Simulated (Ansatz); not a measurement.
Take ZrO$_{2}$ (space group Pca2_1, No. 29; a = 5.257 Å, b = 5.050 Å, c = 5.071 Å) as the base. Axes: x, y, z lie along a, b, c of the conventional cell.

Calculations: PBEsol (Ansatz, a quantum-chemistry and plane-wave program, PAW, scalar-relativistic without spin-orbit coupling), earlier PAW set.

For the base:

```
Property                                      Result
-----------------------------  ---------------------
Valence-band top at Γ          0.00, -0.11, -0.25 eV
Width of the top valence band                0.83 eV
Smallest direct gap                          3.98 eV
```

The change: uniaxial stress, 3 GPa compression along x; all other stress components relax to zero.

Question: What does the calculation give for the valence-band top at Γ after the change?

Answer: The valence-band top at Γ (three highest levels, from the VBM) goes from 0.00, -0.11, -0.25 eV to 0.00, -0.08, -0.30 eV.

Question: How does this affect the width of the top valence band?

Answer: The width of the top valence band grows by 0.02 eV, from 0.83 eV to 0.85 eV.

Question: What happens to the smallest direct gap?

Answer: The smallest direct gap stays 3.98 eV.

Load acts through the strain it causes; cell and atoms are relaxed under it. Beyond what the load breaks, stability against distortions was not tested. This is not the structure that ZrO2 has at room temperature and ambient pressure.
